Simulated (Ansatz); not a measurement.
Band structure of Ag3As (P6_3/mmc, 8 atoms in the cell).

```yaml
crystal:
  lattice:
    - [5.94004, 0.00000, 0.00000]
    - [-2.97002, 5.14423, 0.00000]
    - [0.00000, 0.00000, 4.80041]
  atoms:
    - { symbol: Ag, position: [0.33321, 0.16661, 0.75000] }
    - { symbol: Ag, position: [0.66679, 0.83339, 0.25000] }
    - { symbol: Ag, position: [0.16661, 0.33321, 0.25000] }
    - { symbol: Ag, position: [0.83339, 0.66679, 0.75000] }
    - { symbol: Ag, position: [0.83339, 0.16661, 0.75000] }
    - { symbol: Ag, position: [0.16661, 0.83339, 0.25000] }
    - { symbol: As, position: [0.66667, 0.33333, 0.25000] }
    - { symbol: As, position: [0.33333, 0.66667, 0.75000] }
```

Method: LDA (PW92), PAW files made with PBE (plane waves; Ansatz, a program for electronic structure).

Settings: kpoints.mp_grid.grid = 4 4 4; hamiltonian.xc = lda; hamiltonian.pseudopotentials = {kind: paw} (the program's default PAW files); scf.occupations.method = fermi_dirac; scf.occupations.width = 0.1 eV; kpoints.band_path.npoints = 8.

The starting cell comes from a database of computed structures (which also holds hypothetical and non-ambient phases and stackings), without a prior relaxation at this level. The run gives no clean gap (levels at the Fermi energy touch, overlap or are partly filled at this smearing), which alone does not show that the compound is a metal.

Levels in eV from the Fermi level, bands 69 to 76:
```tsv
point	69	70	71	72	73	74	75	76
Γ	-2.11	-2.11	-1.16	-1.16	0.56	0.72	1.49	2.71
M	-1.82	-0.62	-0.50	-0.19	0.24	2.34	2.39	2.86
K	-2.11	-0.16	-0.16	0.22	0.86	1.51	1.51	2.06
A	-2.24	-2.24	-2.24	-2.24	-0.10	-0.10	2.62	2.62
L	-2.04	-2.04	-1.50	-1.50	1.74	1.74	2.97	2.97
H	-2.89	-2.89	0.06	0.06	1.10	1.10	1.93	1.93
```

Bands cross the Fermi level along this path, so the cell is metallic at this level.

Keys are those of Ansatz 0.2.
